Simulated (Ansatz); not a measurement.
# Pressure series in MgO

Take MgO in the rock salt structure (space group Fm-3m, No. 225; a = 4.214 Å) as the base.

Cell and atoms are relaxed at each pressure.

The values are results of Ansatz (an electronic-structure program) PBEsol, scalar-relativistic without spin-orbit coupling, not measurements.

Candidates:
(a) pressure 10 GPa
(b) pressure 7.5 GPa
(c) pressure 5 GPa
(d) pressure −1 GPa
(e) pressure 0.3 GPa

Base values:

```
Quantity   Result
--------  -------
Band gap  4.62 eV
```

Problem. Order them by band gap, highest first.

Solution. (a) pressure 10 GPa (5.18 eV), (b) pressure 7.5 GPa (5.05 eV), (c) pressure 5 GPa (4.91 eV), (e) pressure 0.3 GPa (4.64 eV), (d) pressure −1 GPa (4.56 eV)

Load acts through the strain it causes; cell and atoms are relaxed under it. No phonon test of stability was made. Competing high-pressure phases were not computed. The base started in P3_121 and relaxed to Fm-3m at this level.
